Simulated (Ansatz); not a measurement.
This Ansatz (a first-principles code) input is the reference run, ZnS in the zinc blende structure (space group F-43m, No. 216), computed with Ansatz r2SCAN, spin-orbit coupling left out:

Ansatz 0.2 input:
```yaml
crystal:
  lattice:
    - [0, 2.6945511577, 2.6945511577]
    - [2.6945511577, 0, 2.6945511577]
    - [2.6945511577, 2.6945511577, 0]
  atoms:
    - { symbol: Zn, position: [0, 0, 0] }
    - { symbol: S, position: [0.25, 0.25, 0.25] }
basis: { ecutwfc: 500, ecutrho_ratio: 4, xc_grid: 4, fft_grid_basis: typed }
kpoints: { mp_grid: { grid: [11, 11, 11] } }
hamiltonian:
  xc: r2scan
  dispersion: none
  pseudopotentials: { kind: paw }
scf: { occupations: { method: fermi_dirac, width: 0.05 }, convergence: { dr2_threshold: 0.0000000002 } }
output: { forces: true, stress: true }
checkpoint: { write: state.ck, write_every: 1000 }
```

Task: Write the input for this change: compressive biaxial strain of 3.00 % in the plane normal to [001], as in epitaxy on a mismatched substrate; the out-of-plane cell vector and the atoms relax.

Result: 
Ansatz 0.2 input:
```yaml
crystal:
  lattice:
    - [3.696350668, 0, 0]
    - [0, 3.696350668, 0]
    - [1.848175334, -1.848175334, 2.7349694251]
  atoms:
    - { symbol: Zn, position: [0, 0, 0] }
    - { symbol: S, position: [0.75, 0.75, 0.5] }
basis: { ecutwfc: 500, ecutrho_ratio: 4, xc_grid: 4, fft_grid_basis: typed }
kpoints: { mp_grid: { grid: [11, 11, 11] } }
hamiltonian:
  xc: r2scan
  dispersion: none
  pseudopotentials: { kind: paw }
scf: { occupations: { method: fermi_dirac, width: 0.05 } }
relax: { f_tol: 0.005, max_steps: 50, cell: { stress_tol: 0.01, fix: [a, b, gamma] } }
output: { forces: true, stress: true }
checkpoint: { write: state.ck, write_every: 1000 }
```
This is the input that was run; other choices of cell and start would serve too.

Whether these cells are dynamically stable was not tested.
